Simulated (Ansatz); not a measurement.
The cell is made up: elements placed on another compound's structure type, so the phase may be hypothetical.

```
CELL_PARAMETERS angstrom
      4.03422     0.00000     0.00000
      0.00000     6.87433     0.00000
      0.00000     0.00000     6.87433
ATOMIC_POSITIONS crystal
  Al 0.00000 0.67218 0.32782
  Al 0.00000 0.32782 0.67218
  Al 0.50000 0.82782 0.82782
  Al 0.50000 0.17218 0.17218
  As 0.00000 0.31283 0.31283
  As 0.00000 0.68717 0.68717
  As 0.50000 0.81283 0.18717
  As 0.50000 0.18717 0.81283
```

Space group of this cell: P4_2/mnm. The cell was relaxed by PBE-D3(BJ).

Transport runs along the normal of the first two printed cell vectors.

The gap is the functional's own, uncorrected, and κ follows it; spin-orbit coupling is left out. Mid-gap values are interpolated between the computed energies.

Estimate the band gap and the smallest decay constant κ at mid-gap that PBEsol (Ansatz, a program for electronic structure) returns for this system.

Gap 1.34 eV on a 8×6×6 mesh; κ = 0.118 1/Å, at the zone centre.
